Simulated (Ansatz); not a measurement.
# O interstitial started at a bond centre (4H silicon carbide host)

All values below come from PBE, PAW (plane waves to 420 eV; Ansatz, a first-principles code). The supercell holds 96 host sites (3×2×1 repeats of the unit cell), with a 2×2×2 shifted k-point sampling for the final energies. Site at the start: bond centre of Si(h) and C(k), 1.90 Å. Finite-size correction: monopole term and site-potential alignment. Dielectric constants: PBE linear response of the host. Host gap at this level: 2.23 eV. Finite-size and sampling errors can reach tenths of an eV here. PBE underestimates the host's gap, which shifts levels and can delocalise carriers. Spin–orbit coupling is left out. Each state is the lowest found from its start.

Formation energies E_f are given with the Fermi level at the valence-band maximum. Chemical conditions: C-rich (Δμ(O) = -3.97 eV, bounded by alpha cristobalite; only phases computed here count, gases as isolated molecules at 0 K); Si-rich (Δμ(O) = -4.17 eV, bounded by alpha cristobalite; only phases computed here count, gases as isolated molecules at 0 K). Reference phases: O: O2 molecule in a box.

The name describes the start; the neighbours show where the added atom ended.

```json
[
 {"charge": "+1*", "moment (μB)": "quenched", "largest move off a lattice site (Å)": "0.47", "neighbours of the added atom at the end (Å)": "C 1.41, Si 1.61, Si 2.32, Si 2.32, Si 2.33, C 2.33", "image correction with alignment (eV)": "–", "E_f, C-rich (eV)": "–", "E_f, Si-rich (eV)": "–", "above the lowest spin state (eV)": "0.00"},
 {"charge": "0", "moment (μB)": "0.0", "largest move off a lattice site (Å)": "0.46", "neighbours of the added atom at the end (Å)": "C 1.41, Si 1.60, Si 2.32, Si 2.32, Si 2.32, C 2.33", "image correction with alignment (eV)": "0.00", "E_f, C-rich (eV)": "5.16", "E_f, Si-rich (eV)": "5.36", "above the lowest spin state (eV)": "0.00"},
 {"charge": "0", "moment (μB)": "not spin-polarised", "largest move off a lattice site (Å)": "0.47", "neighbours of the added atom at the end (Å)": "C 1.41, Si 1.60, Si 2.32, Si 2.32, Si 2.32, C 2.33", "image correction with alignment (eV)": "0.00", "E_f, C-rich (eV)": "5.16", "E_f, Si-rich (eV)": "5.36", "above the lowest spin state (eV)": "0.00"},
 {"charge": "−1*", "moment (μB)": "1.0", "largest move off a lattice site (Å)": "0.53", "neighbours of the added atom at the end (Å)": "C 1.42, Si 1.63, Si 2.31, C 2.31, Si 2.33, Si 2.35", "image correction with alignment (eV)": "–", "E_f, C-rich (eV)": "–", "E_f, Si-rich (eV)": "–", "above the lowest spin state (eV)": "0.00"}
]
```

* At this level the carrier isn't localised at the defect: at charge +1 holes occupy the valence band; at charge −1 electrons occupy the conduction band. Such a state is shallow or no state of the defect, and this cell gives it no level.

Starting moments that weren't kept: charge +1 began with 1 μB and ended with 0.0; charge 0 began with 2 μB and ended with 0.0.

No other site or start that was run ended lower by more than 0.1 eV.

Flagged in the runs: a host whose relaxation on this sampling wasn't shown to rest.
